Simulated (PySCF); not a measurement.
System: rock-salt NaH. Method: G0W0@Hartree–Fock (PySCF, GTH pseudopotentials, Gaussian basis, analytic continuation).

The same calculation (at the measured cell, 14.455 Å³/atom) with different numerical settings; throughout: k mesh 2×2×2:

```json
[
 {"run": "1", "basis": "DZ", "gap over the k-points evaluated (eV)": "8.076"},
 {"run": "2", "basis": "TZ", "gap over the k-points evaluated (eV)": "8.058"},
 {"run": "3", "basis": "QZ", "gap over the k-points evaluated (eV)": "8.007"}
]
```

In the column gap over the k-points evaluated (eV) the first row differs from the last by +0.069 and the next to last by +0.051.

The last row is no converged limit: other settings stay fixed.
